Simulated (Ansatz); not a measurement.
A periodic model of amorphous Sb24O36:

```xyz
60
Lattice="11.3345 -0.0375 0.1948 -0.0375 11.3066 0.4043 0.1948 0.4043 10.1322" Properties=species:S:1:pos:R:3 pbc="T T T"
Sb     3.9921     4.5733     9.8191
Sb     8.4403     9.0334     7.0973
Sb     3.1151     8.9459     5.4276
Sb     1.2134     6.0039     2.5089
Sb     9.0461     9.7453    10.3852
Sb     4.3990     0.4335     1.8249
Sb     5.9648     1.7403     8.6857
Sb     1.9478     7.2083     8.0625
Sb     2.9829     8.8274     1.0771
Sb     9.4344     5.8296     4.8653
Sb    10.9431     8.9058     4.5258
Sb     2.5620     4.7794     5.7848
Sb     0.8983     3.0139     9.3246
Sb     9.8003     5.9338     8.5365
Sb     6.5038     6.2134     2.9423
Sb    10.9346     1.9162     3.1811
Sb     5.7162     6.7475     6.4553
Sb     5.9202     3.5085     5.0218
Sb     0.8691    11.0267     8.9153
Sb     9.6217     0.9590     6.4431
Sb     3.5461     1.1291     6.1863
Sb     9.2423     4.0203     1.4154
Sb     6.1419     7.7172     9.7965
Sb     7.9091    11.1174     3.0322
O      9.4841     7.8220     5.4955
O      9.4622     7.9328     8.4464
O      4.1413     7.2781     0.5181
O      2.1231     3.3522     0.3946
O      4.6924     5.0545     5.7822
O      3.2930     8.7660     7.3892
O      6.7004     6.0235     0.9554
O      8.2783    11.0816     1.0969
O      5.3254     0.8134     7.0545
O      2.3342     6.7096     6.1116
O      7.2667     5.8569     5.6179
O      8.5179    10.4438     8.5843
O     10.5530     2.5997     0.7379
O     10.3376     5.8824    10.4742
O      2.0919     7.8276     2.5330
O      3.5807    10.9414     5.3366
O      8.5062     6.0053     3.0879
O     10.9124     1.7723     5.1820
O      6.0321     6.2730     8.3857
O      8.9733     1.4565     3.0502
O      2.3420     5.0785     3.8304
O     11.1805     6.7948     3.9657
O      1.4594     1.1443     9.7693
O     10.4106     3.9043     3.1016
O      9.7464    10.3044     6.1476
O      1.0715     9.1703     5.5935
O      4.5031     3.1081     8.5479
O      3.1008     5.5450     8.3263
O      4.2509     9.7282     2.3217
O      0.2425     5.9759     7.5860
O     10.9636     0.9709     7.8723
O      6.2178     0.7520     2.5427
O      5.0550     0.6065    10.0170
O      4.2188     2.4876     4.8363
O     10.9894    10.0891    10.3921
O      6.0010     4.3025     3.2096
```

The numbers are results of PBE, scalar-relativistic without spin-orbit coupling (plane waves to 420 eV, PAW; Ansatz, a quantum-chemistry and plane-wave program), not measurements.

A CHGNet melt-quench gave the starting glass, which DFT then relaxed. O atoms were pushed apart under 1.9 Å during the dynamics, to hinder bonds among them. The hot cell started wider than the set density and was brought back towards it in steps. It is the lowest in DFT energy of 2 quenches. It is a model cell: composition and starting density were chosen by hand, and all elements were melted together. No dispersion term was used. Its density started from a set value of 5.66 and ended at 4.48 g/cm³. The quench (nominally 210 K/ps over its main leg) was far faster than any real one, so the model tends to hold more defects than a real film. Values belong to this one cell and scatter from quench to quench. Volume and shape were free in the relaxation.

Bonds are counted up to Sb-Sb 3.25 Å, Sb-O 2.36 Å, O-O 1.58 Å. Two cations that share two anions don't count as bonded, nor two that share one unless they lie closer than Sb-Sb 2.97 Å.

**Question.** Give the coordination numbers, mean bond lengths and angles.

**Answer.** 
The mean coordination of Sb by anions is 3.12 (21 with 3, 3 with 4). The mean coordination of O is 2.08 (33 with 2, 3 with 3), the mean Sb-O bond comes out as 2.027 Å (spread 0.068 Å, 75 counted) and the bond angle at Sb comes out as mean 95.1°, spread 13.1°. The bond angle at O is mean 125.1°, spread 10.6°.

**Question.** Which atoms depart from the most common coordination of their element?

**Answer.** Sb2 has 4 (O26 2.02 Å, O36 2.05 Å, O49 2.06 Å, O25 2.26 Å); Sb8 has 4 (O52 2.04 Å, O34 2.05 Å, O54 2.16 Å, O30 2.17 Å); Sb10 has 4 (O41 2.01 Å, O25 2.09 Å, O46 2.19 Å, O35 2.29 Å); O25 has 3 (Sb11 2.06 Å, Sb10 2.09 Å, Sb2 2.26 Å); O29 has 3 (Sb17 2.09 Å, Sb18 2.12 Å, Sb12 2.15 Å); O46 has 3 (Sb4 2.04 Å, Sb10 2.19 Å, Sb11 2.20 Å).

**Question.** List the pairs of like atoms that count as bonded by the rules above.

**Answer.** There are none by these rules.

**Question.** What Bader charges do the atoms carry, from a run on the zone centre alone?

**Answer.** Means (range): Sb +1.83 e (+1.75 to +1.89), O -1.22 e (-1.25 to -1.19).
| atom | charge (e) |
|---|---|
| Sb1 | +1.84 |
| Sb2 | +1.82 |
| Sb3 | +1.86 |
| Sb4 | +1.88 |
| Sb5 | +1.81 |
| Sb6 | +1.87 |
| Sb7 | +1.82 |
| Sb8 | +1.85 |
| Sb9 | +1.81 |
| Sb10 | +1.89 |
| Sb11 | +1.82 |
| Sb12 | +1.88 |
| Sb13 | +1.83 |
| Sb14 | +1.75 |
| Sb15 | +1.81 |
| Sb16 | +1.85 |
| Sb17 | +1.76 |
| Sb18 | +1.83 |
| Sb19 | +1.82 |
| Sb20 | +1.84 |
| Sb21 | +1.80 |
| Sb22 | +1.85 |
| Sb23 | +1.78 |
| Sb24 | +1.78 |
| O25 | -1.23 |
| O26 | -1.23 |
| O27 | -1.22 |
| O28 | -1.22 |
| O29 | -1.22 |
| O30 | -1.22 |
| O31 | -1.21 |
| O32 | -1.20 |
| O33 | -1.21 |
| O34 | -1.21 |
| O35 | -1.25 |
| O36 | -1.22 |
| O37 | -1.24 |
| O38 | -1.20 |
| O39 | -1.23 |
| O40 | -1.22 |
| O41 | -1.21 |
| O42 | -1.23 |
| O43 | -1.20 |
| O44 | -1.23 |
| O45 | -1.22 |
| O46 | -1.22 |
| O47 | -1.20 |
| O48 | -1.21 |
| O49 | -1.21 |
| O50 | -1.20 |
| O51 | -1.23 |
| O52 | -1.24 |
| O53 | -1.20 |
| O54 | -1.22 |
| O55 | -1.23 |
| O56 | -1.22 |
| O57 | -1.22 |
| O58 | -1.21 |
| O59 | -1.22 |
| O60 | -1.19 |
